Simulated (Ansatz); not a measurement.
Take Rh in the fcc (Cu type) structure (space group Fm-3m, No. 225; a = 3.802 Å; relaxed with 0.1 eV smearing) as the base. Axes: x, y, z lie along the cube axes.

Level of theory: r2SCAN in Ansatz (plane waves to 500 eV, PAW, scalar-relativistic without spin-orbit coupling), earlier PAW set.

Strains are applied to the cell and any free atomic positions relax; under biaxial strain the out-of-plane vector relaxes too.

One change was made to it. Results:

The volume per atom goes up by 0.07 Å³ to 13.81 Å³; the pressure (mean of the normal stresses, compression positive) goes from zero to -1.4 GPa; the energy increases by 0.7 meV/atom.

Problem. What was done to the base?
A. biaxial strain +0.38 %, plane normal [110], relaxed out of plane
B. isotropic strain −1.04 %
C. biaxial strain −4.16 %, plane normal [111], relaxed out of plane
D. biaxial strain +1.29 %, plane normal [001], relaxed out of plane
E. biaxial strain +3.46 %, plane normal [110], relaxed out of plane

Solution. A, biaxial strain +0.38 %, plane normal [110], relaxed out of plane. For comparison, the energy relative to the base in the other runs: biaxial strain −4.16 %, plane normal [111], relaxed out of plane gives +106 meV/atom; biaxial strain +1.29 %, plane normal [001], relaxed out of plane gives +6.3 meV/atom; biaxial strain +3.46 %, plane normal [110], relaxed out of plane gives +54 meV/atom; isotropic strain −1.04 % gives +12 meV/atom.

A biaxial case was relaxed in a doubled cell and then solved in the primitive one. Whether these cells are dynamically stable was not tested. All final runs are without spin polarisation. Rh lies near a magnetic instability that expansion can trigger; it was not tested.

Ansatz is a program for electronic structure.
